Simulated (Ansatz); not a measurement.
**Convergence study of shifted k-point meshes for NiAl (P4mm, 2 atoms in the cell)**

```xyz
2
Lattice="2.8813 0.0000 0.0000 0.0000 2.8813 0.0000 0.0000 0.0000 2.8813" Properties=species:S:1:pos:R:3 pbc="T T T"
Al     1.4407     1.4407     1.4907
Ni     0.0000     0.0000     0.0000
```

Method of the run: LDA (PW92), PAW files made with PBE (plane waves; Ansatz, a quantum-chemistry and plane-wave program).

Base settings: basis.ecutwfc = 420 eV; kpoints.mp_grid.grid = 11 11 11; hamiltonian.xc = lda; hamiltonian.pseudopotentials = {kind: paw} (the program's default PAW files); scf.occupations.method = fermi_dirac; scf.occupations.width = 0.1 eV.

In this ladder: kpoints.mp_grid.shift = 0.5 0.5 0.5.

Only quantities that move along the ladder and can be compared are tabulated.

The count of work is k-points × plane waves × bands × iterations; it is no time. Core times come from one kind of shared machine, to one figure; runs under 30 s give none.

The starting cell has typed, rounded lattice constants, without a prior relaxation at this level. Its lattice was rescaled by up to half a per cent. One atom was moved a little off its site on purpose. Spin polarisation is off. In the base run, with a pressure of about -8 GPa the cell is away from its equilibrium volume at this level. Ansatz's pressure includes its estimate of the finite-basis (Pulay) stress.

| kpoints.mp_grid.grid | free energy less the last step's (meV/atom) | pressure (GPa) | largest difference of a force vector from the last step's (eV/Å) | count of work / last | core time / last (rough) |
|---|---|---|---|---|---|
| 2 2 2 | 847.54 | -6.43 | 0.023 | 0.00024 | – |
| 3 3 3 | -56.89 | -9.16 | 0.016 | 0.0015 | – |
| 4 4 4 | 41.92 | -7.12 | 0.009 | 0.0017 | – |
| 5 5 5 | 20.64 | -8.59 | 0.006 | 0.0044 | – |
| 6 6 6 | -3.78 | -8.27 | 0.002 | 0.0050 | – |
| 7 7 7 | 6.22 | -8.08 | 0.001 | 0.0097 | – |
| 8 8 8 | -1.52 | -8.40 | 0.000 | 0.011 | – |
| 9 9 9 | -1.90 | -8.37 | 0.001 | 0.021 | – |
| 10 10 10 | 2.89 | -8.27 | 0.000 | 0.021 | – |
| 11 11 11 | 0.38 | -8.37 | 0.001 | 0.035 | – |
| 12 12 12 | -1.04 | -8.35 | 0.000 | 0.035 | – |
| 13 13 13 | 0.32 | -8.32 | 0.000 | 0.054 | – |
| 15 15 15 | -0.11 | -8.36 | 0.000 | 0.080 | – |
| 16 16 16 | 0.13 | -8.33 | 0.000 | 0.080 | – |
| 18 18 18 | -0.04 | -8.36 | 0.000 | 0.11 | – |
| 20 20 20 | -0.02 | -8.35 | 0.000 | 0.15 | – |
| 22 22 22 | 0.01 | -8.35 | 0.000 | 0.20 | – |
| 25 25 25 | 0.00 | -8.35 | 0.000 | 0.33 | – |
| 27 27 27 | 0.00 | -8.35 | 0.000 | 0.41 | – |
| 30 30 30 | 0.00 | -8.35 | 0.000 | 0.50 | 0.5 |
| 34 34 34 | 0.00 | -8.35 | 0.000 | 0.72 | 0.7 |
| 37 37 37 | 0.00 | -8.35 | 0.000 | 1.0 | 1 |

Coarsest kpoints.mp_grid.grid that holds the pressure within 0.1 GPa of the last step, with all finer ones: 8 8 8, at 0.011 of the last step's count of work; the step before is off by 0.27 GPa.

Coarsest kpoints.mp_grid.grid that holds the free energy within 5 meV/atom of the last step, with all finer ones: 8 8 8, at 0.011 of the last step's count of work; the step before is off by 6.2 meV/atom.

Coarsest kpoints.mp_grid.grid that holds the forces within 0.02 eV/Å of the last step, with all finer ones: 3 3 3, at 0.0015 of the last step's count of work; the step before is off by 0.023 eV/Å.

Keys are those of Ansatz 0.2.
